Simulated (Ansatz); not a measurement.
# InP: band gap against strain

InP (zinc blende, F-43m, 25.763 Å³/atom at rest) under an equal strain ε in the (001) plane with the normal axis free, as in a coherent film. r2SCAN in Ansatz, a plane-wave DFT program (PAW, default set), 500 eV, 10×10×10 Γ-centred mesh, Fermi-Dirac smearing 0.05 eV; ions are relaxed within the symmetry of each cell. Gaps are the smallest over the k-mesh and a band path, without spin-orbit coupling; in all rows the valence edge lies at Γ and the conduction edge at Γ.

Here s stands for strain and Eg for gap.

| strain (%) | gap (eV) |
|---|---|
| -3.00 | ? |
| -1.50 | 1.053 |
| -1.00 | 1.046 |
| -0.50 | 1.038 |
| 0.00 | 1.028 |

Question: Using a straight line, estimate the missing Eg at s = -3.00 from the other rows, showing the fit.

Answer: Means: s -0.75000, Eg 1.0413. About the means, the sum of products is -0.020750 and the sum of squares of s is 1.2500; the slope is their ratio. Least squares gives Eg = 1.0288 - 0.01660·s. Residuals (row less fit): -0.0007, 0.0006, 0.0009, -0.0008; standard error 0.0011 (degrees of freedom: 2). Over these rows the gap moves by -1.7 ± 0.10 eV per unit strain. At the withheld row, Eg = 1.0288 - 0.01660 × (-3.0) = 1.0786 eV. The calculation gives 1.067 eV, 0.0116 eV below the prediction (29.7 % of the range of Eg in the table). The row lies outside the fitted rows, so this is an extrapolation. From the scatter of the fitted rows alone, a prediction at this place has a standard error of 0.0025 eV, so the miss is 4.6 times that.

One order more, fitted to all 7 runs of the series, follows each within 0.001, so the miss is the next term of a smooth law. Spin-orbit coupling is left out, which can shift this property for InP. Rows are the converged runs of the series near zero and its far end; series whose fitted rows scatter by over a few per cent of the range, as at a crossing or softening among them, aren't shown in this form. Most that stay on the fit to the last digits aren't either.
